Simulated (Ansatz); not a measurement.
Take GaS in the beta-GaS type structure (space group P6_3/mmc, No. 194; layered, stacked along the Cartesian z axis) as the base.

```
GaS
1.0
    3.53441     0.00000     0.00000
   -1.76721     3.06089     0.00000
    0.00000     0.00000    15.04125
Ga S
4 4
Cartesian
  0.00000   2.04059  10.07120
  1.76721   1.02030   2.55058
  1.76721   1.02030   4.97004
  0.00000   2.04059  12.49067
  0.00000   2.04059   1.45829
  1.76721   1.02030   8.97891
  1.76721   1.02030  13.58296
  0.00000   2.04059   6.06233
```

Level of theory: Ansatz (a quantum-chemistry and plane-wave program), PBEsol-D3(BJ), PAW, cutoff 420 eV, without spin-orbit coupling, earlier PAW set.

Base values:

The band gap is 1.29 eV and the gap character is indirect, Γ → M.

It is then changed as follows: every lattice vector is shortened by 5.24 %, atoms relaxed at fixed cell.

Question: What does the calculation give for the band gap after the change?

Answer: The band gap falls by 0.80 eV (1.29 eV → 0.49 eV).

Question: What happens to the electron mass?

Answer: The electron mass comes out as 0.38 mₑ along c, 0.35 mₑ across (at K).

Question: What does the calculation give for the gap character after the change?

Answer: The gap character goes from indirect, Γ → M to indirect, Γ → K.

The cells carry an imposed strain or load. Masses are band curvatures over ±0.01 Å⁻¹ around the edge. Stability against distortions was not tested.
